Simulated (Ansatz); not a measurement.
Base system: MgB₂ (space group I4/mmm, No. 139; a = 2.664 Å, c = 8.354 Å; a hypothetical phase, not in the database extracts checked; relaxed with 0.1 eV smearing). Axes: x, y, z lie along a, b, c of the conventional cell.

One thing is altered: uniaxial strain ε_zz = +3.72 %, all other strain components held at zero, atoms relaxed at fixed cell.

Levels (all Ansatz, a quantum-chemistry and plane-wave program, PAW): PBEsol (420 eV, scalar-relativistic without spin-orbit coupling); r2SCAN (500 eV, no spin-orbit coupling).

The geometry is relaxed with PBEsol.

| Property | Result |
|---|---|
| PBEsol pressure | -3.7 GPa |

### Question
How does going to r2SCAN change the pressure?

### Answer
The pressure goes up by 1.1 GPa, from -3.7 GPa to -2.6 GPa.

Single points use the geometry relaxed with PBEsol. Their cutoffs differ, which shifts pressures a little. Whether these cells are dynamically stable was not tested. All final runs are without spin polarisation.
